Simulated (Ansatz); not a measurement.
**Response to strain in SnO2**

Start from SnO2 in the rutile structure (space group P4_2/mnm, No. 136).

```xyz
6
Lattice="4.7692 0.0000 0.0000 0.0000 4.7692 0.0000 0.0000 0.0000 3.2120" Properties=species:S:1:pos:R:3 pbc="T T T"
Sn     0.0000     0.0000     0.0000
Sn     2.3846     2.3846     1.6060
O      1.4607     1.4607     0.0000
O      3.8453     0.9239     1.6060
O      0.9239     3.8453     1.6060
O      3.3085     3.3085     0.0000
```

Cartesian axes are those of the cell as printed.

Strains are applied to the cell and any free atomic positions relax; under stress the whole cell relaxes.

Calculations: PBEsol, PAW, 420 eV (Ansatz, an electronic-structure program; no spin-orbit coupling).

Notes on the quantities. pressure: mean of the normal stresses, compression positive; energy relative to the base: free energy F.

```json
[
 {"case": "base", "band gap": "0.92 eV", "pressure": "0.0 GPa", "shortest interatomic distance": "2.066 Å", "energy relative to the base": "0 meV/atom"},
 {"case": "isotropic strain +3.67 %", "band gap": "zero", "pressure": "-16.0 GPa", "shortest interatomic distance": "2.133 Å", "energy relative to the base": "+78 meV/atom"},
 {"case": "uniaxial strain ε_zz = −0.67 %", "band gap": "1.01 eV", "pressure": "1.57 GPa", "shortest interatomic distance": "2.063 Å", "energy relative to the base": "+0.7 meV/atom"},
 {"case": "uniaxial strain ε_zz = +3.48 %", "band gap": "0.45 eV", "pressure": "-7.18 GPa", "shortest interatomic distance": "2.074 Å", "energy relative to the base": "+17 meV/atom"},
 {"case": "tensor shear ε_yz = +3.83 %", "band gap": "0.89 eV", "pressure": "0.37 GPa", "shortest interatomic distance": "2.041 Å", "energy relative to the base": "+20 meV/atom"},
 {"case": "uniaxial stress, 3 GPa tension along z", "band gap": "0.85 eV", "pressure": "–", "shortest interatomic distance": "2.060 Å", "energy relative to the base": "+1.1 meV/atom"}
]
```

Beyond what the load breaks, stability against distortions was not tested. All final runs are without spin polarisation. Gaps under 0.05 eV, about the width of the smearing, are given as zero. A zero or small gap of SnO2 under isotropic strain +3.67 % can be the functional's error rather than a property of the material.
